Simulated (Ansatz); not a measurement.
The reference is InP in the zinc blende structure (space group F-43m, No. 216; a = 5.8784 Å). Axes: x, y, z lie along the cube axes.

The values are results of PBEsol/PAW in Ansatz (a first-principles code), no SOC, not measurements.

Strains are applied to the cell and any free atomic positions relax.

One change was made to it. Results:

```csv
quantity,base,after
band gap,0.57 eV,0.53 eV
"valence-band top at Γ (three highest levels, from the VBM)","0.00, 0.00, 0.00 eV","0.00, -0.04, -0.08 eV"
energy relative to the base (free energy F),0 meV/atom,+0.4 meV/atom
```

**Question.** Name the change that was made.
A) tensor shear ε_xy = +1.71 %
B) tensor shear ε_xy = +0.57 %
C) tensor shear ε_xy = +1.43 %
D) tensor shear ε_xy = +1.14 %
E) tensor shear ε_xy = +2.00 %

**Answer.** B, tensor shear ε_xy = +0.57 %. For comparison, the band gap in the other runs: tensor shear ε_xy = +1.71 % gives 0.44 eV; tensor shear ε_xy = +1.14 % gives 0.48 eV; tensor shear ε_xy = +2.00 % gives 0.41 eV; tensor shear ε_xy = +1.43 % gives 0.46 eV.

Whether these cells are dynamically stable was not tested.
